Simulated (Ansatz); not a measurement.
Take TaSi2 (space group P6_222, No. 180; a = 4.7760 Å, c = 6.5628 Å) as the base.

Computed with Kohn–Sham DFT with the r2SCAN functional, run in Ansatz (a program for electronic structure) with PAW and 500 eV plane waves, no spin-orbit coupling.

One change was made to it. Results:

| quantity | base | after |
|---|---|---|
| volume per atom | 14.40 Å³ | 14.35 Å³ |
| c/a ratio | 1.374 | 1.375 |

Name the change that was made.
A. pressure 7.5 GPa
B. pressure 0.7 GPa
C. pressure 10 GPa

B, pressure 0.7 GPa. For comparison, the volume per atom in the other runs: pressure 10 GPa gives 13.75 Å³; pressure 7.5 GPa gives 13.90 Å³.

Load acts through the strain it causes; cell and atoms are relaxed under it. Stability against distortions was not tested. No other phases were tried under pressure. All final runs are without spin polarisation. An odd electron count without spin: TaSi2.
